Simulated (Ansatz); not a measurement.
Bond-angle distributions (per cent of the angles at each element, bins of 10°) of a relaxed model of amorphous Hf₁₀Si₁₀O₄₀ at 5.38 g/cm³. Computed with PBE (plane waves to 420 eV, PAW; Ansatz, a first-principles code).

A CHGNet melt-quench gave the starting glass, which DFT then relaxed. O atoms were pushed apart under 1.9 Å during the dynamics, to hinder bonds among them. It is a model cell: composition and starting density were chosen by hand, and all elements were melted together. No dispersion term was used. Its density started from a set value of 5.59 and ended at 5.38 g/cm³. The simulated quench (nominally 630 K/ps over its main leg) is rapid and tends to freeze in more defects than a deposited or slowly cooled glass has. A cell of this size samples the disorder only roughly. The volume was free in the relaxation, at fixed shape. Stress components on the final sampling reach 1.2 GPa.

Bonds are counted up to Hf-Hf 3.34 Å, Hf-Si 2.89 Å, Hf-O 2.60 Å, Si-Si 2.60 Å, Si-O 1.92 Å, O-O 1.58 Å. Two cations that share two anions don't count as bonded, nor two that share one unless they lie closer than Hf-Hf 3.25 Å, Hf-Si 2.81 Å, Si-Si 2.38 Å.

| angle (°) | at Hf | at Si | at O |
|---|---|---|---|
| 50-60 | 0 | 0 | 0 |
| 60-70 | 8 | 0 | 0 |
| 70-80 | 14 | 0 | 0 |
| 80-90 | 15 | 0 | 0 |
| 90-100 | 20 | 10 | 14 |
| 100-110 | 12 | 42 | 12 |
| 110-120 | 5 | 43 | 17 |
| 120-130 | 5 | 5 | 17 |
| 130-140 | 8 | 0 | 18 |
| 140-150 | 3 | 0 | 15 |
| 150-160 | 5 | 0 | 4 |
| 160-170 | 4 | 0 | 1 |
| 170-180 | 2 | 0 | 1 |

They go with these counts of neighbours within the cut-offs, cation contacts included: Hf mean 5.6, most often 6; Si mean 4.0, most often 4; O mean 2.4, most often 2.
